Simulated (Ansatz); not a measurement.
Relaxation of the outer planes of the (010) surface of MnP-type NiSi in its 1x1 cell (cut with top plane 2 Ni + 2 Si, bottom plane 2 Ni + 2 Si), outermost plane spacing 1.68 Å in the ideal cut.

Level of theory: PBE (plane waves to 420 eV, PAW; Ansatz, a program for electronic structure).

Slab: 76 atoms, Ni38Si38, 30.3 Å thick at the start; k 7x7x1, smearing 0.1 eV, dipole-corrected; all atoms relaxed; symmetry of the start imposed; no spin (magnetic order not tried), no spin-orbit, no U.

```csv
plane,atoms,bulk spacing to the next (Å),relaxed spacing (Å),change (%),rumpling (Å)
1,2 Ni + 2 Si,1.682,1.585,-5.7,0.08 (Si outermost)
2,2 Ni + 2 Si,1.682,1.685,0.2,0.01
```
